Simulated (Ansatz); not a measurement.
# Mg2Ge: response to strain

Base system: Mg₂Ge in the anti-fluorite structure (space group Fm-3m, No. 225; a = 6.421 Å).

Strains are applied to the cell and any free atomic positions relax.

Level of theory: PBE (Ansatz, a first-principles code; PAW; 420 eV plane waves; no spin-orbit coupling).

Candidates:
(a) isotropic strain −3.00 %
(b) isotropic strain +1.00 %
(c) isotropic strain −2.00 %
(d) isotropic strain +3.00 %

Notes on the quantities. energy relative to the base: free energy F.

Order them by energy relative to the base, lowest first.

(b) isotropic strain +1.00 % (+3.0 meV/atom), (c) isotropic strain −2.00 % (+13 meV/atom), (d) isotropic strain +3.00 % (+25 meV/atom), (a) isotropic strain −3.00 % (+30 meV/atom)

No phonon test of stability was made.
